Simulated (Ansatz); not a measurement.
**TiO2 under load (space group I4_1/amd): band-edge transport data**

Here is the system:

```yaml
crystal:
  lattice:
    - [-1.86829, 1.86829, 4.91691]
    - [1.86829, -1.86829, 4.91691]
    - [1.86829, 1.86829, -4.91691]
  atoms:
    - { symbol: Ti, position: [0.00000, 0.00000, 0.00000] }
    - { symbol: Ti, position: [0.75000, 0.25000, 0.50000] }
    - { symbol: O, position: [0.95402, 0.45402, 0.50000] }
    - { symbol: O, position: [0.20402, 0.20402, 0.00000] }
    - { symbol: O, position: [0.79598, 0.79598, 0.00000] }
    - { symbol: O, position: [0.54598, 0.04598, 0.50000] }
```

Method: PBEsol, rigid bands (plane waves, PAW, scalar-relativistic; Ansatz, a quantum-chemistry and plane-wave program). Condition of this run: uniaxial stress zz = -3 GPa (compression positive) (the target of the relaxation). Cell: cell and atoms relaxed with PBEsol, then loaded as said.

```json
{
 "band_gap": "2.25 eV",
 "electron conductivity mass (300 K, dilute)": "0.44 (x), 0.44 (y), 4.5 (z) mₑ",
 "hole conductivity mass (300 K, dilute)": "2.3 (x), 2.3 (y), 1.17 (z) mₑ",
 "effective density of states N_c (300 K)": "2.3e19 cm⁻³",
 "effective density of states N_v (300 K)": "2.6e20 cm⁻³",
 "density_of_states_mass_electrons": "0.93 mₑ",
 "density_of_states_mass_holes": "4.7 mₑ",
 "Seebeck coefficient, n-type 1e19 cm⁻³, 300 K": "-286 μV/K",
 "best n-type power factor at 300 K for τ = 10 fs (best axis; densities from 1e16 to 1e21 cm⁻³ tried, whether or not they can be reached)": "8.2 μW/(cm·K²) at 1e20 cm⁻³",
 "Seebeck coefficient, p-type 1e19 cm⁻³, 300 K": "508 μV/K"
}
```

Rigid bands; masses and Seebeck coefficients take one relaxation time τ for all states and one kind of carrier; polarons and phonon drag are left out. Spin-orbit coupling is left out; where it splits the top of the valence band, N_v and the p-type Seebeck coefficient come out somewhat high without it.
